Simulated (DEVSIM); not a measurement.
Device: abrupt GaAs n-p junction, at 500 K.

Layer 1 from the left is GaAs, thickness (μm) 1.80, Nd (cm⁻³) 8.5e15, τn (s) 4e-10, τp (s) 4e-10. Layer 2 from the left is GaAs, thickness (μm) 20.0, Na (cm⁻³) 1.7e14, τn (s) 4e-10, τp (s) 4e-10.

Left contact: ohmic. Right contact: ohmic. Voltage is applied to the left contact. Recombination: SRH at mid-gap, Auger. Mobility is μmin + (μ − μmin)/(1 + (N/Nref)^α).

This is a model device: material constants are rounded textbook-type values typed into the input, and sizes, dopings and lifetimes were drawn at random. Values at 300 K; Nc and Nv go as T^1.5, mobilities as T to minus their exponent, the gap by Varshni's rule with the affinity fixed.

GaAs: gap (eV) 1.424, affinity (eV) 4.07, permittivity 12.9, Nc (cm⁻³) 4.7e17, Nv (cm⁻³) 9e18, μn (cm²/Vs) 8500, μp (cm²/Vs) 400, μn,min 500, μp,min 20, Nref,n 6e16, Nref,p 1.5e17, αn 0.39, αp 0.38, T exponent of μn 2.1, T exponent of μp 2.2, Cn (cm⁶/s) 1e-30, Cp (cm⁶/s) 1e-30, Varshni α (eV/K) 0.000541, Varshni β (K) 204.

Q: Estimate by hand the built-in potential, the peak field at zero bias, the capacitance at 1.5 V, and compare with a numerical solution.

A: 
- Built-in potential: ni = √(Nc Nv) exp(−Eg/2kT) = 8.93e11 cm⁻³ with Eg = 1.328 eV; Vbi = kT/q ln(Na Nd/ni²) = 0.621 V; numerical 0.621 V.
- Peak field at zero bias: depletion approximation: W = √(2εVbi/(qN)) = 2.30 μm with N = 1.67e14 cm⁻³; field = 2Vbi/W = 5390 V/cm; numerical 7390 V/cm (estimate below by 27 %).
- Capacitance at 1.5 V: C = √(qεN / 2(Vbi + |V|)) = 2.68 nF/cm²; numerical 2.74 nF/cm² (estimate below by 2.2 %).

Model (solved in DEVSIM): 1D drift-diffusion, Boltzmann statistics, complete ionisation; no tunnelling, impact ionisation, image-force lowering or self-heating.
